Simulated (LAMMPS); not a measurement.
MD of Cu (fcc) at zero pressure over temperature, 256 atoms; each row names its start.

Model: MD with a machine-learned potential, pair style snap, file Cu_Zuo_JPCA2020.snap (LAMMPS).

| T (K), start | state | volume | enthalpy | first peak of g(r) | coordination number | D(Cu) |
|---|---|---|---|---|---|---|
| 100, crystal | crystal; no diffusion seen in 15 ps | 12.0404 ± 0.0003 Å³/atom | -4.0754 ± 0.0001 eV/atom | 2.57 Å, height 12.5 | 12.0 (counted to 3.10 Å) | - |
| 200, crystal | crystal; no diffusion seen in 15 ps | 12.0846 ± 0.0005 Å³/atom | -4.0500 ± 0.0003 eV/atom | 2.57 Å, height 9.0 | 12.0 (counted to 3.14 Å) | - |
| 300, crystal | crystal; no diffusion seen in 15 ps | 12.1302 ± 0.0008 Å³/atom | -4.0240 ± 0.0004 eV/atom | 2.57 Å, height 7.5 | 12.0 (counted to 3.14 Å) | - |
| 610, crystal | crystal; no diffusion seen in 15 ps | 12.280 ± 0.002 Å³/atom | -3.9424 ± 0.0009 eV/atom | 2.57 Å, height 5.4 | 12.0 (counted to 3.14 Å) | - |
| 810, crystal | crystal; no diffusion seen in 15 ps | 12.388 ± 0.003 Å³/atom | -3.888 ± 0.001 eV/atom | 2.56 Å, height 4.5 | 12.0 (counted to 3.18 Å) | - |
| 1020, crystal | crystal; no diffusion seen in 15 ps | 12.510 ± 0.002 Å³/atom | -3.8290 ± 0.0006 eV/atom | 2.55 Å, height 4.1 | 12.1 (counted to 3.18 Å) | - |
| 1220, crystal | crystal; no diffusion seen in 15 ps | 12.639 ± 0.003 Å³/atom | -3.771 ± 0.001 eV/atom | 2.58 Å, height 3.7 | 12.1 (counted to 3.22 Å) | - |
| 1430, crystal | crystal; no diffusion seen in 15 ps | 12.792 ± 0.004 Å³/atom | -3.707 ± 0.001 eV/atom | 2.54 Å, height 3.3 | 12.2 (counted to 3.26 Å) | - |
| 1630, crystal | crystal; no diffusion seen in 15 ps | 12.962 ± 0.004 Å³/atom | -3.640 ± 0.001 eV/atom | 2.57 Å, height 3.0 | 12.4 (counted to 3.30 Å) | - |
| 950, melt | slow or partial motion within 30 ps, no clear phase | 12.83 ± 0.02 Å³/atom | -3.756 ± 0.006 eV/atom | 2.53 Å, height 3.6 | 12.7 (counted to 3.34 Å) | - |
| 1220, melt | liquid | 13.15 ± 0.01 Å³/atom | -3.648 ± 0.004 eV/atom | 2.50 Å, height 3.1 | 13.2 (counted to 3.50 Å) | (1.53 ± 0.09) × 10^-5 cm²/s |
| 1360, melt | liquid | 13.314 ± 0.009 Å³/atom | -3.598 ± 0.002 eV/atom | 2.49 Å, height 3.0 | 13.1 (counted to 3.50 Å) | (2.64 ± 0.05) × 10^-5 cm²/s |
| 1490, melt | liquid | 13.45 ± 0.01 Å³/atom | -3.556 ± 0.002 eV/atom | 2.48 Å, height 2.8 | 12.7 (counted to 3.46 Å) | (3.22 ± 0.08) × 10^-5 cm²/s |
| 1700, melt | liquid | 13.743 ± 0.006 Å³/atom | -3.4785 ± 0.0005 eV/atom | 2.49 Å, height 2.7 | 12.2 (counted to 3.42 Å) | (4.8 ± 0.3) × 10^-5 cm²/s |
| 1770, melt | liquid | 13.824 ± 0.006 Å³/atom | -3.4569 ± 0.0008 eV/atom | 2.45 Å, height 2.6 | 12.6 (counted to 3.50 Å) | (4.5 ± 0.1) × 10^-5 cm²/s |
| 1900, melt | liquid | 14.03 ± 0.02 Å³/atom | -3.410 ± 0.003 eV/atom | 2.45 Å, height 2.5 | 12.2 (counted to 3.46 Å) | (5.7 ± 0.2) × 10^-5 cm²/s |
| 2170, melt | liquid | 14.44 ± 0.01 Å³/atom | -3.320 ± 0.002 eV/atom | 2.40 Å, height 2.3 | 13.3 (counted to 3.66 Å) | (8.6 ± 0.5) × 10^-5 cm²/s |

Measured linear expansion coefficient: 16.50 1e-6/K at 293 K (Kaye and Laby Online (NPL), 2.3.5 Thermal expansion).

Measured melting point: 1358 K (Wikipedia, Melting points of the elements (data page)).

Caution (rows 610, crystal; 950, melt): enthalpy drifts during the constant-pressure average: a transition or slow ageing; fluctuation values are void.

Caution (rows 1020, crystal; 1220, crystal; 1430, crystal; 1630, crystal; 1220, melt; 1360, melt; 1490, melt; 1700, melt; 1770, melt; 1900, melt; 2170, melt): a run this short can hold a crystal over, or a liquid under, the potential's own melting point, which these runs don't give.

Caution (rows 1430, crystal; 1630, crystal): this crystal lies over the measured melting point of 1358 K, so it is superheated or the potential melts high.

Caution (row 1220, melt): this liquid lies under the measured melting point of 1358 K, so it is undercooled or the potential melts low.

From the crystal rows between 100 and 300 K, estimate the mean linear expansion coefficient and the heat capacity. The slope of ln V over three gives 12 × 10^-6 /K, and dH/dT = 3.0 kB/atom. Nuclei are classical here, so the heat capacity stays near 3 kB/atom, where a real crystal's falls off below its Debye temperature.

Fit an Arrhenius law to the diffusion of Cu in the liquid. ln D against 1/T from 1220 to 2170 K gives an activation energy of 0.38 eV and D0 = 0.00062 cm²/s.

States go by the mean squared displacement: a species diffuses where it passes 1.5 Å², still rises and gives D over 1e-6 cm²/s; a crystal has left its structure where atoms lie 0.35 Å off their sites on average or a cubic box changes its shape by 3 %, or the axial ratios of another lie 8 % off the starting cell's, which the potential's own relaxation can also do.

Errors of D are the spread over four groups of atoms in one short run; a floor of about 5 %, a picked value, is safer.

Uncertainties are statistical and leave out the potential's own error.
